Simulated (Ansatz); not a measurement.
Functionals compared on H on the 1x1 (110) surface of bcc V, one in a 2x2 cell, started at the site 'hollow V-V-V', in Ansatz (plane waves, PAW). The structure was relaxed with PBE; the other rows are single points on it, each with its references at the same level. Cutoff 420 eV (500 eV for r2SCAN).

Model: 17-atom slab, 6.1 Å thick at the start under the adsorbate (thin: gaps and levels are the slab's own), 6x6x1 mesh, Fermi-Dirac 0.1 eV, dipole correction, 8 atoms held, the rest relaxed; symmetry of the start imposed; no spin, no spin-orbit, no U, no dispersion correction. At the end it is bonded to 3 V. In PBE it is, or lies within 0.03 eV of, the lowest of the starts that converged. These notes are the PBE run's. Adsorption energies are against ½ H2(g). A negative adsorption energy means that the adsorbate is more stable on the surface than in its reference.

| functional | adsorption energy (eV) | work function of the top face (eV) | change of the work function (eV) | rough cost of the single point |
|---|---|---|---|---|
| PBE | -0.99 | 4.62 | -0.11 | – |
| RPBE | [?] | [?] | [?] | very roughly 110 core-seconds |
| r2SCAN | -1.13 | 4.71 | -0.15 | very roughly 4 core-minutes |

Q: Fill in the missing entries.

A: 
- RPBE, adsorption energy (eV): -0.88
- RPBE, work function of the top face (eV): 4.50
- RPBE, change of the work function (eV): -0.12

Ansatz is a program for electronic structure.
